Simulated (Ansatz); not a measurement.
The starting structures come from a database of crystals and need not be the phases stable at ambient conditions.

 Where the default PAW files enter, the runs use the earlier of Ansatz's two default sets.

The decay constant κ of evanescent states in the gap governs leakage through a thin film.

```
CaGe2O5
1.0
    5.49146     0.00000     0.00000
    1.62287     6.70210     0.00000
    1.56915    -1.70968     4.97704
Ca Ge O
2 4 10
Direct
  0.32902   0.75000   0.32902
  0.67098   0.25000   0.67098
  0.31509   0.25000   0.31509
  0.68491   0.75000   0.68491
  0.00000   0.00000   0.00000
  0.00000   0.50000   0.00000
  0.90314   0.89876   0.69292
  0.09686   0.10124   0.30708
  0.69292   0.60124   0.90314
  0.30708   0.39876   0.09686
  0.63364   0.07342   0.24676
  0.36636   0.92658   0.75324
  0.24676   0.42658   0.63364
  0.75324   0.57342   0.36636
  0.06866   0.75000   0.06866
  0.93134   0.25000   0.93134
```

Space group of this cell: C2/c. The cell is taken as given; by r2SCAN its mean pressure is -0.8 GPa.

Transport runs along the normal of the first two printed cell vectors.

The gap is the functional's own, uncorrected, and κ follows it; spin-orbit coupling is left out. Mid-gap values are interpolated between the computed energies.

Estimate the band gap and the smallest decay constant κ at mid-gap that r2SCAN (Ansatz, a quantum-chemistry and plane-wave program) returns for this system.

Gap 3.42 eV on a 6×6×6 mesh; κ = 0.304 1/Å, at the zone centre.
